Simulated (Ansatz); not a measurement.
# PbS, pressure series

Start from PbS in the rock salt structure (space group Fm-3m, No. 225; a = 6.009 Å).

Cell and atoms are relaxed at each pressure.

The values are results of PBE (Ansatz, a quantum-chemistry and plane-wave program, PAW, spin-orbit coupling left out), not measurements.

Candidates:
(a) pressure −1 GPa
(b) pressure 3 GPa
(c) pressure 5 GPa
(d) pressure 0.7 GPa
(e) pressure 1.5 GPa

Base values:

The band gap is 0.49 eV.

Problem. Order them by band gap, lowest first.

Solution. (c) pressure 5 GPa (0.20 eV), (b) pressure 3 GPa (0.31 eV), (e) pressure 1.5 GPa (0.40 eV), (d) pressure 0.7 GPa (0.45 eV), (a) pressure −1 GPa (0.56 eV)

Spin-orbit coupling, missing from the scalar runs, can matter with Pb. Load acts through the strain it causes; cell and atoms are relaxed under it. Whether these cells are dynamically stable was not tested. No other phases were tried under pressure. The base started in Pnma and relaxed to Fm-3m at this level. A zero or small gap of PbS under pressure 5 GPa can be the functional's error rather than a property of the material.
